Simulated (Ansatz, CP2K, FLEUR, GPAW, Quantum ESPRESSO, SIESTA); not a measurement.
**Code comparison for InSnTe2 (R-3m, 4 atoms in the cell)**

Self-consistent single point, at a second geometry (lattice scaled by 0.98). First geometry:

```yaml
crystal:
  lattice:
    - [2.23243, 1.28889, 7.22834]
    - [-2.23243, 1.28889, 7.22834]
    - [0.00000, -2.57779, 7.22834]
  atoms:
    - { symbol: In, position: [0.00000, 0.00000, 0.00000] }
    - { symbol: Sn, position: [0.50000, 0.50000, 0.50000] }
    - { symbol: Te, position: [0.74913, 0.74913, 0.74913] }
    - { symbol: Te, position: [0.25087, 0.25087, 0.25087] }
```

Shared settings, as Ansatz (a first-principles code) writes them: kpoints.mp_grid.grid = 6 6 6; scf.occupations.method = fermi_dirac; scf.occupations.width = 0.1 eV. Potentials and cutoffs stand in the table.

| code | model | ΔF from the first geometry (meV/atom) | pressure (GPa) | largest force (eV/Å) | cutoff |
|---|---|---|---|---|---|
| SIESTA | LDA PW92, numerical atomic orbitals TZP, PseudoDojo LDA standard norm-conserving potentials (rewritten from UPF to PSML) | -10.5 | 0.71 | 0.072 | grid 350 Ry |
| Ansatz | LDA (PW92), PAW files made with PBE | -17.0 | -0.10 | 0.009 | default |
| GPAW | LDA (Perdew-Wang 92), GPAW PAW datasets LDA (gpaw-data 1.0.1) | -20.5 | -0.53 | 0.010 | 550 eV |
| CP2K | LDA (Pade form), GPW, DZVP-MOLOPT-SR-GTH basis, GTH-PADE potentials (GTH_POTENTIALS) | -12.0 | 0.40 | 0.008 | grid 500 Ry |
| FLEUR | LDA (Perdew-Zunger), all-electron FLAPW (FLEUR), scalar-relativistic valence | -16.4 | – | 0.010 | Kmax 3.8 1/bohr |
| Quantum ESPRESSO | LDA (PZ), GBRV 1.5 ultrasoft (LDA) pseudopotentials | -18.3 | -0.48 | 0.008 | 40 Ry |

A dash marks a value that a program does not give, or that is left out as unsure.

On Ansatz's run: spin-orbit coupling is off.

The spread over the programs that give each value: ΔF from the first geometry within 10.0 meV/atom; pressure within 1.24 GPa; largest force within 0.064 eV/Å.

SIESTA and CP2K use small atom-centred bases, whose incompleteness enters pressures, forces and empty levels differently from a plane-wave cutoff. FLEUR treats all electrons, but the usual bases taken here (sphere radii, linearisation, local orbitals, empty states) were not tested for convergence, so the values are no reference for the others. Ansatz's pressure is given at a fixed set of plane waves, as the other plane-wave codes print theirs. The same LDA comes in different parametrisations, which differ slightly. In the pressure, SIESTA (by 1.19) lies more than 1 GPa from the median of the plane-wave programs.

The starting cell comes from a database of computed structures (which also holds hypothetical and non-ambient phases and stackings), without a prior relaxation at this level. For this run, on top of that: lattice scaled by 0.98.

Keys are those of Ansatz 0.2.
